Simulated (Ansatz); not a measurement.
**MgS, response to strain**

Base system: MgS in the rock salt structure (space group Fm-3m, No. 225; a = 5.2030 Å). Axes: x, y, z lie along the cube axes.

Strains are applied to the cell and any free atomic positions relax.

Computed with Kohn–Sham DFT with the r2SCAN functional, run in Ansatz (an electronic-structure program) with PAW and 500 eV plane waves, no spin-orbit coupling.

```tsv
uniaxial strain ε_zz (%)	band gap (eV)
0	3.46
0.5	3.43
1	3.40
1.5	3.36
2	3.33
2.5	?
3	3.28
```

**Question.** Fit E_g = E₀ + Dε (ε in %) to the rows shown and predict the withheld row.

**Answer.** Least squares on the printed values gives E₀ = 3.46 eV, D = -61.4 meV per % of strain (largest residual 0.01 eV); this predicts 3.31 eV, and the run gives 3.30 eV, in agreement.

Stability against distortions was not tested.
